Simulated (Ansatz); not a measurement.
Checking a run of Ansatz (a first-principles code) on Li2In (Cmcm, 6 atoms in the cell). The aim is a self-consistent single point with DFT, LDA (PW92), plane waves, default PAW files made with PBE.

Input:

Ansatz 0.2 input:
```yaml
# Li2In
crystal:
  lattice:
    - [2.317537, -4.967475, 0.000000]
    - [2.317537, 4.967475, 0.000000]
    - [0.000000, 0.000000, 4.621484]
  atoms:
    - { symbol: Li, position: [0.242650, 0.757350, 0.750000] }
    - { symbol: Li, position: [0.757350, 0.242650, 0.250000] }
    - { symbol: Li, position: [0.589450, 0.410550, 0.750000] }
    - { symbol: Li, position: [0.410550, 0.589450, 0.250000] }
    - { symbol: In, position: [0.912690, 0.087310, 0.750000] }
    - { symbol: In, position: [0.087310, 0.912690, 0.250000] }
basis:
  ecutwfc: 50
kpoints:
  mp_grid:
    grid: [5, 5, 5]
hamiltonian:
  xc: lda
  pseudopotentials:
    kind: paw
scf:
  occupations:
    method: gaussian
    width: 0.1
output:
  forces: true
  eigenvalues: true
  stress: true
```

Output (repeated stretches shortened):

```
WARN basis.ecutwfc = 50 eV is below the records' recommended cutoff, and the density's cutoff is lower with it unless basis.ecutrho_ratio is high enough to …
WARN ansatz: RAYON_NUM_THREADS=1 ignored (pool sized by the plan → 1); use --threads N
Pseudopotentials: kind: paw
Pseudopotential: Li, paw, valence charge 3
Pseudopotential: In, paw, valence charge 13
Crystal: 6 atoms, lattice volume = 106.408 Å³
Basis set: ecut = 50 eV, 83 PW (Γ)
Bands: 25, of which v1, the nominal top of the filled ones, is band 19 counted from 1 (18 counted from 0)
Symmetry: 8 space group operations
Space group: Cmcm (ITA 63), of the structure as read, at distance tolerance 4.7e-5 Å
k-points: 27 of 125
PAW frozen core: In, regenerated for the run's functional, and the local potential with it
Initial density: superposition of atomic densities (neutral atoms: chi_scale 0, normalization atom), corrected by the library's trained network
Initial wavefunctions: pseudopotential atomic-orbital guess
Eigensolver: davidson
Functional: x = slater, c = lda
SCF iter   1: F=—  HF=-11255.411017 eV  |F-HF|=—  |Δ(HF+E_count)|=         —  Δρ=9.04e-1  dr2=1.17e3  ethr=1.77e-3  ⟨swp⟩=1.0  Hψ=2314  notcnv=0
all-band conjugate gradients solve this SCF's bands
preconditioner: auto → LDOS
SCF iter   2: F=—  HF=-10682.231363 eV  |F-HF|=—  |Δ(HF+E_count)|=    5.73e2  Δρ=1.72e-1  dr2=4.17e1  ethr=1.77e-3  ⟨swp⟩=10.2  Hψ=5583  notcnv=0  defer=31
   [... lines left out ...]
SCF iter   6: F=—  HF=-10662.878690 eV  |F-HF|=—  |Δ(HF+E_count)|=   1.33e-4  Δρ=1.04e-4  dr2=3.10e-5  ethr=1.01e-6  ⟨swp⟩=2.0  Hψ=1003  notcnv=0  defer=27
SCF iter   7: F=—  HF=-10662.878676 eV  |F-HF|=—  |Δ(HF+E_count)|=   1.32e-5  Δρ=1.74e-5  dr2=6.50e-7  ethr=8.17e-8  ⟨swp⟩=2.0  Hψ=866  notcnv=0  defer=27
SCF iter   8: F=-10662.878676 eV  HF=-10662.878676 eV  |F-HF|=2.00e-8  |Δ(HF+E_count)|=   1.39e-7  Δρ=3.24e-6  dr2=3.01e-8  ethr=2.63e-10  ⟨swp⟩=10.9  Hψ=3374  notcnv=0
SCF 1 converged in 8 iterations: F = -10662.878676 eV  dr2 = 3.01e-8
Free energy (F): -10662.878676 eV
Internal energy: -10662.858795 eV  (E = F + TS)
E sigma→0 (E₀):  -10662.868736 eV
Entropy (-TS):   -0.019881 eV (-3.314 meV/atom)
Fermi energy:    10.977949 eV
--- Forces (eV/Å), atoms counted from 1 ---
  atom   1  Li     0.00000000     0.20010902     0.00000000
  atom   2  Li     0.00000000    -0.20010902     0.00000000
  atom   3  Li     0.00000000     1.09754818     0.00000000
  atom   4  Li     0.00000000    -1.09754818     0.00000000
  atom   5  In     0.00000000    -6.89331846     0.00000000
  atom   6  In     0.00000000     6.89331846     0.00000000
--- Stress (GPa, compression-positive) ---
      -61.362058       0.000000       0.000000
        0.000000     -67.704317       0.000000
        0.000000       0.000000     -93.161489
  P = ⅓ Tr σ = -74.0760 GPa (-740.760 kbar)
  The stress holds the Pulay correction. Without it, at fixed plane waves, as pw.x and ABINIT print it: P = -415.3152 GPa
```

### Question
Is this run sound? If not, what is wrong?

### Answer
The run is not sound. The fault is this: a cutoff meant in Ry typed as a bare number, read as eV. A bare number is read in the key's own unit, and eV, Ry (13.6 eV) and Ha (27.2 eV) lie far apart, so the setting ends up far from the one that was meant. To fix it, convert the value to the unit that the key expects. The run converged in 8 iterations without an error; against the sound input the free energy goes up by 177 eV/atom, the pressure goes from -1.29 to -74.08 GPa and the largest force goes from 0.115 to 6.893 eV/Å. At a fixed set of plane waves, without the program's Pulay estimate, the pressure is -415.32 GPa against -1.30 GPa.

The sound input it was made from differs as follows (other fixes are possible):
```diff
-basis:
-  ecutwfc: 50
```

With that input, the run converged in 7 iterations: free energy E − TS (on the zero of these files) -11723.0107 eV; Fermi level (on the code's own zero) 6.00 eV; pressure -1.29 GPa; largest force (vector length) 0.115 eV/Å (DFT, LDA (PW92), plane waves, default PAW files made with PBE).

On the sound input: the starting cell comes from a database of computed structures (which also holds hypothetical and non-ambient phases and stackings), without a prior relaxation at this level. Its lattice was rescaled by a random factor within 2.5 % of one. Ansatz's pressure includes its estimate of the finite-basis (Pulay) stress.
